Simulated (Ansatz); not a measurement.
For GaSb (model structure, started from the PtS type, P4₂/mmc, No. 131, 4 atoms in the cell), PBEsol (Ansatz, a first-principles code, plane waves, PAW) gives:

lattice parameter a: 3.923 Å
c axis length: 7.482 Å
enthalpy of formation: 0.337 eV/atom

Problem. What does PBE-D3(BJ) (plane waves, PAW; Ansatz) give for the same quantities?

Solution. 
- lattice constant a: 3.914 Å (falls by 0.2 %)
- lattice parameter c: 7.568 Å (increases by 1.1 %)
- formation enthalpy: 0.361 eV/atom (increases by 0.024 eV/atom)

Changes are worked out from the printed values.

Unless a cell is named, each level is at its own relaxed cell (PBEsol 28.78, PBE-D3(BJ) 28.98 Å³/atom).

Levels without +SOC leave out spin–orbit coupling, which shifts energies and cells of such heavy elements.

Ansatz's density-functional and Hartree–Fock values are scalar-relativistic unless marked +SOC, with PAW data made under PBE.

A model structure was made by putting elements into a prototype or built by hand; it is no filed structure, need not be a known phase, and can be a saddle point held by its symmetry.
